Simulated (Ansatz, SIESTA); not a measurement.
# ScGe (Cmcm, 4 atoms in the cell) computed with different codes at matched settings

Self-consistent single point.

```
CELL_PARAMETERS angstrom
      1.95553    -4.92658     0.00000
      1.95553     4.92658     0.00000
      0.00000     0.00000     3.68209
ATOMIC_POSITIONS crystal
  Sc 0.86301 0.13699 0.75000
  Sc 0.13699 0.86301 0.25000
  Ge 0.58951 0.41049 0.75000
  Ge 0.41049 0.58951 0.25000
```

Shared settings, as Ansatz (a program for electronic structure) writes them: kpoints.mp_grid.grid = 7 7 7; magnetization.spin_orbit = true; scf.occupations.method = fermi_dirac; scf.occupations.width = 0.1 eV. Potentials and cutoffs stand in the table.

```json
[
 {"code": "SIESTA", "model": "GGA PBEsol with spin-orbit coupling, numerical atomic orbitals DZP, PseudoDojo PBEsol fully relativistic norm-conserving potentials (rewritten from UPF to PSML)", "pressure (GPa)": "–", "largest force (eV/Å)": "0.372", "cutoff": "grid 400 Ry"},
 {"code": "Ansatz", "model": "PBEsol with spin-orbit coupling, PAW files made with PBE", "pressure (GPa)": "5.01", "largest force (eV/Å)": "0.005", "cutoff": "default"}
]
```

Size of the force on each atom (eV/Å): Sizes of forces hide their directions.

| code | Sc1 | Sc2 | Ge3 | Ge4 |
|---|---|---|---|---|
| SIESTA | 0.038 | 0.038 | 0.372 | 0.372 |
| Ansatz | 0.005 | 0.005 | 0.005 | 0.005 |

A dash marks a value that a program does not give, or that is left out as unsure.

The spread over the programs that give each value: largest force within 0.367 eV/Å.

SIESTA uses small atom-centred bases, whose incompleteness enters pressures, forces and empty levels differently from a plane-wave cutoff.

The starting cell comes from a database of computed structures (which also holds hypothetical and non-ambient phases and stackings), without a prior relaxation at this level. Its lattice was rescaled by a random factor within 2.5 % of one.

Left out of this page: Elk (not drawn, or without a comparable value).

Keys are those of Ansatz 0.2.
